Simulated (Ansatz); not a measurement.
The starting structures come from a database of crystals and need not be the phases stable at ambient conditions.

 Where the default PAW files enter, the runs use the earlier of Ansatz's two default sets.

The decay constant κ of evanescent states in the gap governs leakage through a thin film.

Input:

```
Li5O5Sb
1.0
    4.00345     0.00000     0.00000
    2.00172     4.82529     0.00000
    0.00000     1.87425     5.47013
Li Sb O
5 1 5
Direct
  0.28698   0.42604   0.65604
  0.71302   0.57396   0.34396
  0.00000   0.00000   0.50000
  0.68898   0.62204   0.85935
  0.31102   0.37796   0.14065
  0.00000   0.00000   0.00000
  0.14508   0.70984   0.82634
  0.85492   0.29016   0.17366
  0.50000   0.00000   0.00000
  0.84250   0.31500   0.68170
  0.15750   0.68500   0.31830
```

Space group of this cell: C2/m. The cell is taken as given.

Transport runs along the normal of the first two printed cell vectors.

No gap correction and no spin-orbit coupling; mid-gap values are interpolated between computed energies.

**Question.** Estimate the band gap and the smallest decay constant κ at mid-gap that r2SCAN in Ansatz (an electronic-structure program) returns for this system.

**Answer.** Gap 3.93 eV on a 8×8×6 mesh; κ = 0.372 1/Å, at the zone centre.
